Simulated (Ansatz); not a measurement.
Consider the following.

End structure of a constructed model of the (110) surface of bcc Nb, a pseudomorphic layer of Sc in the host's stacking (bottom of the slab: a bare face, its two planes held):

```yaml
crystal:
  lattice:
    - [2.86732, 0.00000, 0.00000]
    - [-0.95577, 2.70334, 0.00000]
    - [0.00000, 0.00000, 31.00000]
  atoms:
    - { symbol: Nb, position: [0.50000, 0.50000, 0.26219] }
    - { symbol: Nb, position: [0.00000, 0.00000, 0.33771] }
    - { symbol: Nb, position: [0.50000, 0.50000, 0.41312] }
    - { symbol: Nb, position: [0.00000, 0.00000, 0.48877] }
    - { symbol: Nb, position: [0.50000, 0.50000, 0.56465] }
    - { symbol: Nb, position: [0.00000, 0.00000, 0.63947] }
    - { symbol: Sc, position: [0.50000, 0.50000, 0.71895] }
```

Set-up: 7 atoms, 14.7 Å thick at the start; mesh 14x14x1; 0.1 eV smearing; dipole correction on; 2 atoms held, the rest relaxed; symmetry of the start imposed; no spin, no spin-orbit, no U. It is one candidate, not shown to be the stable structure of the face.

### Question
Estimate the work function of the top face that Ansatz (an electronic-structure program) with PBE returns for this input.

### Answer
4.00 eV
